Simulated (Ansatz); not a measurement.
Partial pair distribution functions of a relaxed model of amorphous In₉Ga₉Zn₉O₃₉Lu₂, broadened by 0.06 Å; density 6.19 g/cm³. These are PBE, scalar-relativistic without spin-orbit coupling (plane waves to 420 eV, PAW; Ansatz, a program for electronic structure) values and carry that method's errors.

It comes from a melt-quench run on a machine-learned potential (CHGNet), relaxed afterwards by DFT. O atoms were pushed apart under 1.9 Å during the dynamics, to hinder bonds among them. The hot cell started wider than the set density and was brought back towards it in steps. It is the lowest in DFT energy of 2 quenches. It is a model cell: composition and starting density were chosen by hand, and all elements were melted together. No dispersion term was used. Its density started from a set value of 6.19 and ended at 6.19 g/cm³. The simulated quench (nominally 260 K/ps over its main leg) is rapid and tends to freeze in more defects than a deposited or slowly cooled glass has. One small periodic cell is one sample of the glass; other quenches scatter about these values. The volume was held where the preparation left it and the shape relaxed, at a PBE pressure of -0.2 GPa (tension).

```
r (Å)  g In-O  g Ga-O  g In-In  g Ga-Ga
-----  ------  ------  -------  -------
1.60     0.00    0.00     0.00     0.00
1.70     0.00    0.22     0.00     0.00
1.80     0.00    3.66     0.00     0.00
1.90     0.04    9.54     0.00     0.00
2.00     1.28    5.49     0.00     0.00
2.10     5.45    1.76     0.00     0.00
2.20     6.42    1.07     0.00     0.00
2.30     4.22    0.10     0.00     0.00
2.40     1.67    0.01     0.00     0.00
2.50     0.89    0.15     0.00     0.00
2.60     0.29    0.13     0.00     0.00
2.70     0.09    0.04     0.00     0.02
2.80     0.18    0.17     0.00     0.97
2.90     0.21    0.28     0.00     3.37
3.00     0.23    0.52     0.17     2.51
3.10     0.25    0.38     1.65     2.82
3.20     0.32    0.32     2.74     2.30
3.30     0.23    0.38     3.03     2.76
3.40     0.59    0.53     2.16     3.31
3.50     0.60    0.93     1.56     3.19
3.60     0.54    1.04     0.96     0.96
3.70     0.68    0.73     0.60     1.60
3.80     0.72    0.98     1.40     0.39
3.90     1.04    1.39     0.78     0.73
4.00     1.12    1.00     0.85     0.26
4.10     1.14    0.92     1.34     0.39
4.20     1.04    1.20     0.94     1.24
4.30     1.33    1.48     0.49     0.30
4.40     1.45    1.62     0.06     0.15
4.50     1.46    1.85     0.41     0.74
```

Within 2.66 Å each In has 5.67 O neighbours on average.
